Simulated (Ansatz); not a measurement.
Base system: CdSe in the wurtzite structure (space group P6_3mc, No. 186; a = 4.383 Å, c = 7.154 Å).

Perturbation: cell and atoms relaxed at a pressure of 18 GPa.

Levels (all Ansatz, an electronic-structure program, PAW): PBE (420 eV, spin-orbit coupling left out); PBE+SOC (420 eV, spin-orbit coupling included).

The geometry is relaxed with PBE.

| Quantity | Value |
|---|---|
| PBE electron mass | 0.082 mₑ along c, 0.090 mₑ across (at Γ) |
| PBE lowest conduction level above the VBM at special points | Γ 0.95 eV; A 2.72 eV; L 2.78 eV; M 3.33 eV |

**Question.** How does going to PBE+SOC change the electron mass, lowest conduction level above the VBM at special points and hole mass?

**Answer.** The electron mass becomes 0.080 mₑ along c, 0.088 mₑ across (at Γ) (PBE: 0.082 mₑ along c, 0.090 mₑ across (at Γ)); the lowest conduction level above the VBM at special points goes from Γ 0.95 eV; A 2.72 eV; L 2.78 eV; M 3.33 eV to Γ 0.83 eV; A 2.60 eV; L 2.66 eV; M 3.19 eV; the hole mass amounts to 1.2 mₑ along c, 0.14 mₑ across (at Γ).

Single points use the geometry relaxed with PBE. Differences between runs with and without spin-orbit coupling are approximate. The levels and masses belong to the bands next to the band gap. Load acts through the strain it causes; cell and atoms are relaxed under it. Effective masses come from finite differences of ±0.01 Å⁻¹. No phonon test of stability was made. Measured, CdSe leaves this structure (for rock salt) near 2.72 GPa (temperature not stated; as listed in Datta, Sujoy, Jana, Debnarayan, arXiv (2020)), on rising pressure, with hysteresis.
